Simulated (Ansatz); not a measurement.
Here is the system:

```
CELL_PARAMETERS angstrom
      3.13023     0.00000     0.00000
     -1.56512     2.71086     0.00000
      0.00000     0.00000     4.95779
ATOMIC_POSITIONS crystal
  Al 0.33333 0.66667 0.99907
  Al 0.66667 0.33333 0.49907
  N  0.33333 0.66667 0.38293
  N  0.66667 0.33333 0.88293
```

No spin polarisation.

The values are results of Kohn–Sham DFT with the PBE functional, run in Ansatz (a first-principles code) with PAW and 420 eV plane waves, scalar-relativistic without spin-orbit coupling, not measurements. Settings: 12×12×7 k-points, 0.05 eV Fermi–Dirac smearing.

Problem. Predict the pressure (mean of the normal stresses, compression positive).

Solution. 2.24 GPa.

Problem. What gap character does the calculation give?

Solution. Direct at Γ.

The cells carry an imposed strain or load. No phonon test of stability was made. The cell was made from AlN in the wurtzite structure (space group P6_3mc, No. 186) by this change: uniaxial strain ε_zz = −1.20 %.
